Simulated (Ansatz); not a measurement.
We consider CsCl-type TiCo, described by PBEsol in Ansatz (PAW).

Run with plane-wave cutoff 520 eV, 22×22×22 k mesh, Fermi–Dirac smearing 0.032 eV (set by the program), no spin polarisation, scalar-relativistic PAW data made under PBE.

Computed at the level's own relaxed cell.

Elastic tensor (GPa, Voigt notation, ions relaxed):

```
  236.2   175.8   175.8     0.0     0.0     0.0
  175.8   236.2   175.8     0.0     0.0     0.0
  175.8   175.8   236.2     0.0     0.0     0.0
    0.0     0.0     0.0    62.3     0.0     0.0
    0.0     0.0     0.0     0.0    62.3     0.0
    0.0     0.0     0.0     0.0     0.0    62.3
```

Worked from these constants: the tetragonal shear constant is C′ = (C11 − C12)/2 = 30.2 GPa against C44 = 62.3 GPa, so the tetragonal shear is the softer. The Zener ratio C44/C′ is 2.06 (1 for an isotropic solid), and the Cauchy pressure C12 − C44 is 113.5 GPa. With C11 + 2C12 = 587.8 GPa all three Born conditions hold; they don't test modes at the zone boundary.

Ansatz is a program for electronic structure.
